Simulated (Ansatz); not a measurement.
For NaP (P2₁2₁2₁, No. 19; start COD 1528277), LDA (PAW; Ansatz, an electronic-structure program) gives:

| Property | Result |
|---|---|
| cohesive energy | 3.24 eV/atom |
| band gap | 0.85 eV |

Q: What does PBEsol (PAW; Ansatz) give for the same quantities?

A: 
- cohesive energy: 2.92 eV/atom (falls by 0.32 eV/atom)
- band gap: 0.86 eV (is nearly the same)

Changes are worked out from the printed values.

Unless a cell is named, each level is at its own relaxed cell (LDA 20.07, PBEsol 21.10 Å³/atom).

Density-functional gaps are differences of (generalised) Kohn–Sham levels.

Caveats: the relaxation could not lower the start's symmetry, so the cell can be a saddle point above a distorted one (LDA, PBEsol). Ansatz's density-functional and Hartree–Fock values are scalar-relativistic unless marked +SOC, with PAW data made under PBE.
